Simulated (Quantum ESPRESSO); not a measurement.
## Habitual settings against a tight run: GaPt3 (Fmmm, 8 atoms in the cell)

Self-consistent single point.

```yaml
crystal:
  lattice:
    - [0.00000, 3.80164, 3.87495]
    - [3.79763, 0.00000, 3.87495]
    - [3.79763, 3.80164, 0.00000]
  atoms:
    - { symbol: Ga, position: [0.75024, 0.75024, 0.24976] }
    - { symbol: Ga, position: [0.24976, 0.24976, 0.75024] }
    - { symbol: Pt, position: [0.79314, 0.20686, 0.79314] }
    - { symbol: Pt, position: [0.20686, 0.79314, 0.20686] }
    - { symbol: Pt, position: [0.29334, 0.70666, 0.70666] }
    - { symbol: Pt, position: [0.70666, 0.29334, 0.29334] }
    - { symbol: Pt, position: [0.25000, 0.25000, 0.25000] }
    - { symbol: Pt, position: [0.75000, 0.75000, 0.75000] }
```

Computed with LDA (PZ), GBRV 1.5 ultrasoft (LDA) pseudopotentials (plane waves; Quantum ESPRESSO).

Base settings: ecutwfc = 50 Ry; ecutrho = 400 Ry; occupations = smearing; smearing = marzari-vanderbilt; degauss = 0.019992 Ry; potentials = {Ga: ga_lda_v1.4.uspp.F.UPF, Pt: pt_lda_v1.4.uspp.F.UPF}; K_POINTS = automatic 5 5 5 0 0 0; conv_thr = 1e-10 Ry.

Tight run (finer mesh or higher cutoff; not a proven limit): ecutwfc: 50 Ry → 70 Ry; ecutrho: 400 Ry → 560 Ry; conv_thr: 1e-10 Ry → 7.3e-11 Ry; K_POINTS: automatic 5 5 5 0 0 0 → automatic 7 7 7 0 0 0. It gave Fermi level (on the code's own zero) 22.12 eV; pressure 8.94 GPa; largest force (vector length) 0.101 eV/Å.

Quick runs, as changes from the base:
- A: the base itself
- B: ecutwfc: 50 Ry → 30 Ry; ecutrho: 400 Ry → 240 Ry; conv_thr: 1e-10 Ry → 7.3e-06 Ry; K_POINTS: automatic 5 5 5 0 0 0 → automatic 1 1 1 0 0 0

Energies are extrapolated to zero smearing width, which holds to low order in the width alone (under cold and Methfessel-Paxton smearing the free energy itself is taken).

The count of work is k-points × plane waves × bands × iterations; it is no time. 

The starting cell comes from a database of computed structures (which also holds hypothetical and non-ambient phases and stackings), without a prior relaxation at this level. Its lattice was rescaled by a random factor within 2.5 % of one. Spin polarisation is off. In the base run, with a pressure of about 9 GPa the cell is away from its equilibrium volume at this level.

| run | energy less tight (meV/atom) | largest miss in a force vector (eV/Å) | count of work / tight |
|---|---|---|---|
| A | 17.6 | 0.006 | 0.23 |
| B | 2301.5 | 9.221 | 0.0033 |

Among the runs at the tight run's level, the energy misses run from 17.6 to 2301.5 meV/atom.

Left out of this page: 4 runs of the series outside the window shown, repeating another row's setting, or not comparable.
